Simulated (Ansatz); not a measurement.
Consider AlAs in the zinc blende structure (space group F-43m, No. 216; a = 5.6747 Å).

Computed with Ansatz (a first-principles code), PBEsol, PAW, cutoff 420 eV, spin-orbit coupling left out.

It is then changed as follows: full substitution As → N; the structure is relaxed again.

Measured band gap: AlAs 2.28 eV (static lattice; corrected from measurement; as listed in Wei Chen et al., Physical Review Materials (2018)); AlN 5.34 eV (temperature not stated; as listed in Daiki Deguchi et al., Japanese Journal of Applied Physics (2016)).

Problem. How well does PBEsol reproduce the measured shift?

Solution. With PBEsol the band gap moves by +1.85 eV (1.34 → 3.19) against +3.06 eV measured. The two measured values stand on different bases (one corrected, one not), which blurs small differences.

Whether these cells are dynamically stable was not tested. This is not the structure that AlN has at room temperature and ambient pressure.
